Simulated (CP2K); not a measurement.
Input and output of a self-consistent single point for YGe2 (I4_1/amd, 6 atoms in the cell) (CP2K).

Method: CP2K with PBEsol, GPW, DZVP-MOLOPT-SR-GTH basis, GTH-PBE potentials (GTH_POTENTIALS).

The change in words: lattice scaled by 0.98. Reference geometry:
```
CELL_PARAMETERS angstrom
      8.89955     0.00000     0.00000
      7.06215     5.41554     0.00000
     -7.98085    -2.70777     2.85938
ATOMIC_POSITIONS crystal
  Y  0.50000 0.50000 0.00000
  Y  0.25000 0.75000 0.50000
  Ge 0.82799 0.32799 0.50000
  Ge 0.07799 0.07799 0.00000
  Ge 0.92201 0.92201 0.00000
  Ge 0.67201 0.17201 0.50000
```

Reference input (self-consistent single point, DFT PBEsol, GPW, DZVP-MOLOPT-SR-GTH basis, GTH-PBE potentials (GTH_POTENTIALS)): CUTOFF = 500 Ry; REL_CUTOFF = 60 Ry; SMEAR/METHOD = FERMI_DIRAC; ELECTRONIC_TEMPERATURE = 1160.45 K; KPOINTS/SCHEME = MONKHORST-PACK 5 5 5; XC_FUNCTIONAL = PBE:PBESOL; Y/BASIS_SET = DZVP-MOLOPT-SR-GTH-q11; Y/POTENTIAL = GTH-PBE-q11; Ge/BASIS_SET = DZVP-MOLOPT-SR-GTH-q4; Ge/POTENTIAL = GTH-PBE-q4; METHOD = GPW; EPS_DEFAULT = 1e-11. This run's input differs from it in these lines:

```diff
@@ -66,4 +66,4 @@
     &CELL
-      ABC 8.89955400 8.89955380 8.89955388
-      ALPHA_BETA_GAMMA 153.73667972 153.73668003 37.48244865
+      ABC 8.72156300 8.72156262 8.72156251
+      ALPHA_BETA_GAMMA 153.73667936 153.73668446 37.48244781
       PERIODIC XYZ
@@ -71,8 +71,8 @@
     &COORD
-      Y        7.98085200     2.70777100     0.00000000
-      Y        3.53107500     2.70777100     1.42968850
-      Ge       5.69463029     0.42235812     1.42968850
-      Ge       1.24485329     0.42235812     0.00000000
-      Ge      14.71685071     4.99318388     0.00000000
-      Ge       3.20492371    -0.42235812     1.42968850
+      Y        7.82123500     2.65361550     0.00000000
+      Y        3.46045350     2.65361575     1.40109450
+      Ge       5.58073774     0.41391120     1.40109450
+      Ge       1.21995624     0.41391095     0.00000000
+      Ge      14.42251376     4.89332005     0.00000000
+      Ge       3.14082526    -0.41391070     1.40109450
     &END COORD
```

Output, abridged:

```
 SCF WAVEFUNCTION OPTIMIZATION

  Step     Update method      Time    Convergence         Total energy    Change
     1 NoMix/Diag. 0.20E+00      -     2.05769109       -93.0651242227 -9.31E+01
     2 Broy./Diag. 0.20E+00      -     0.00480006       -92.8284253647  2.37E-01
     3 Broy./Diag. 0.20E+00      -     0.02342784       -92.4001607646  4.28E-01
     4 Broy./Diag. 0.20E+00      -     0.00109497       -92.2700110118  1.30E-01
     5 Broy./Diag. 0.20E+00      -     0.00278553       -92.2828574523 -1.28E-02
     6 Broy./Diag. 0.20E+00      -     0.00025578       -92.2941514142 -1.13E-02
   [... 2 lines left out ...]
     9 Broy./Diag. 0.20E+00      -     0.00004197       -92.2921969991 -5.31E-04
    10 Broy./Diag. 0.20E+00      -     0.00000172       -92.2924170233 -2.20E-04
    11 Broy./Diag. 0.20E+00      -     0.00000538       -92.2924253113 -8.29E-06
    12 Broy./Diag. 0.20E+00      -     0.00000017       -92.2924269940 -1.68E-06
  *** SCF run converged in    12 steps ***

  Overlap energy of the core charge distribution:               0.00000000748296
  Self energy of the core charge distribution:               -177.15332966446900
  Core Hamiltonian energy:                                     39.45509325308454
  Hartree energy:                                              60.18082909132450
  Exchange-correlation energy:                                -14.77244852379444
  Electronic entropic energy:                                  -0.00257115721511
  Fermi energy:                                                 0.28792629780900

  Total energy:                                               -92.29242699401816
  Total energy (extrapolated to T->0):                        -92.29114141541061

                     Mulliken Population Analysis

   [... lines left out ...]

 STRESS| Analytical stress tensor [bar]
 STRESS|                        x                   y                   z
 STRESS|      x        2.11900598153E+04   6.66693788670E+03  -9.71613344518E-04
 STRESS|      y        6.66693788670E+03   3.80202141391E+03  -6.87151687351E-02
 STRESS|      z       -9.71613344518E-04  -6.87151687351E-02   1.54015407742E+03
 STRESS| 1/3 Trace                                             8.84407843553E+03
```

The run converged in 12 iterations. Against the reference run the free energy drops by 10.5 meV/atom, the pressure goes from -3.15 to 0.88 GPa and the largest force goes from 0.090 to 0.023 eV/Å.

The starting cell comes from a database of computed structures (which also holds hypothetical and non-ambient phases and stackings), without a prior relaxation at this level. Its lattice was rescaled by a random factor within 2.5 % of one. For this run, on top of that: lattice scaled by 0.98. Values carry the incompleteness of an atom-centred basis. The potentials were made for another functional than the one used.

Cost on one core of a shared machine: roughly 7 min.
